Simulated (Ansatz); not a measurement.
## A computed series for Al: response to strain

The reference is Al in the fcc (Cu type) structure (space group Fm-3m, No. 225; a = 3.9937 Å; relaxed with 0.1 eV smearing). Axes: x, y, z lie along the cube axes.

Strains are applied to the cell and any free atomic positions relax; under biaxial strain the out-of-plane vector relaxes too.

All numbers come from r2SCAN/PAW in Ansatz (an electronic-structure program), no spin-orbit coupling.

Notes on the quantities. energy relative to the base: free energy F.

```json
[
 {"biaxial strain, plane normal [001], relaxed out of plane (%)": "0", "energy relative to the base (meV/atom)": "0.0"},
 {"biaxial strain, plane normal [001], relaxed out of plane (%)": "0.5", "energy relative to the base (meV/atom)": "0.3"},
 {"biaxial strain, plane normal [001], relaxed out of plane (%)": "1", "energy relative to the base (meV/atom)": "?"},
 {"biaxial strain, plane normal [001], relaxed out of plane (%)": "1.5", "energy relative to the base (meV/atom)": "2.8"},
 {"biaxial strain, plane normal [001], relaxed out of plane (%)": "2", "energy relative to the base (meV/atom)": "5.1"},
 {"biaxial strain, plane normal [001], relaxed out of plane (%)": "2.5", "energy relative to the base (meV/atom)": "7.9"},
 {"biaxial strain, plane normal [001], relaxed out of plane (%)": "3", "energy relative to the base (meV/atom)": "11.3"}
]
```

Q: Fit ΔE = Aε² + Bε³ (ε in %) to the rows shown and predict the withheld row.

A: Least squares on the printed values gives A = 1.28 and B = -0.0084 meV/atom (largest residual 0.1 meV/atom); this predicts 1.3 meV/atom, and the run gives 1.2 meV/atom, in agreement.

Stability against distortions was not tested.
